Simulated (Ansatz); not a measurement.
Take MgSe in the rock salt structure (space group Fm-3m, No. 225; a = 5.391 Å) as the base. Axes: x, y, z lie along the cube axes.

The values are results of LDA (Ansatz, a first-principles code, PAW, no spin-orbit coupling), not measurements.

Before the change:

The smallest direct gap is 2.60 eV.

Modification: tensile biaxial strain of 3.00 % in the plane normal to [001], as in epitaxy on a mismatched substrate; the out-of-plane cell vector and the atoms relax.

Problem. How does this affect the energy relative to the base?

Solution. The energy increases by 15 meV/atom.

Problem. Predict the new smallest direct gap.

Solution. The smallest direct gap decreases by 0.37 eV (2.60 eV → 2.23 eV).

No phonon test of stability was made.
